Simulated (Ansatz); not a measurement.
An Ansatz (a program for electronic structure) input (PBEsol, PAW, 420 eV (Ansatz; no spin-orbit coupling)):

Ansatz 0.2 input:
```yaml
crystal:
  lattice:
    - [0, 2.3348171652, 2.2843333971]
    - [2.2843333971, 0, 2.2843333971]
    - [2.2843333971, 2.3348171652, 0]
  atoms:
    - { symbol: As, position: [0, 0, 0] }
    - { symbol: B, position: [0.5, 0.5, 0.5] }
basis: { ecutwfc: 420, ecutrho_ratio: 4, xc_grid: 2, fft_grid_basis: typed }
kpoints: { mp_grid: { grid: [22, 22, 22] } }
hamiltonian:
  xc: pbesol
  dispersion: none
  pseudopotentials: { kind: paw }
scf: { occupations: { method: fermi_dirac, width: 0.1 }, convergence: { dr2_threshold: 0.0000000002 } }
relax: { f_tol: 0.005, max_steps: 50 }
output: { forces: true, stress: true }
checkpoint: { write: state.ck, write_every: 1000 }
```

Task: Which symmetry and how many k-points will the program report, and about how many plane waves at Γ?

Result: Space group I4/mmm (ITA 139) with 16 operations, k-points 834 of 10648, and 491 plane waves at Γ.

Task: And the final pressure?

Result: -2.88 GPa (compression positive).

The cells carry an imposed strain or load. Stability against distortions was not tested. The final runs are not spin-polarised. The cell was made from BAs in the rock salt structure (space group Fm-3m, No. 225; a hypothetical phase, not in the database extracts checked) by this change: uniaxial strain ε_yy = +2.21 %.
